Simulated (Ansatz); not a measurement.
The parent structure is BP in the zinc blende structure (space group F-43m, No. 216; a = 4.520 Å). Axes: x, y, z lie along the cube axes.

The values are results of PBEsol (Ansatz, a quantum-chemistry and plane-wave program, PAW, no spin-orbit coupling), not measurements.

Now apply this change: the cell is stretched by 1.00 % along z with no lateral relaxation; the atoms relax in the strained cell.

Question: Predict the stress tensor and what it implies for the stiffness.

Answer: Stress of the strained cell less that of the base (GPa, compression positive):
```
  -0.77    0.00    0.00
   0.00   -0.77    0.00
   0.00    0.00   -3.43
```

Then −Δσ_ii/ε with ε = 0.0100 gives relaxed-ion elastic constants: C33 ≈ 343 GPa, C13 ≈ 77 GPa and C23 ≈ 77 GPa.

Stability against distortions was not tested.
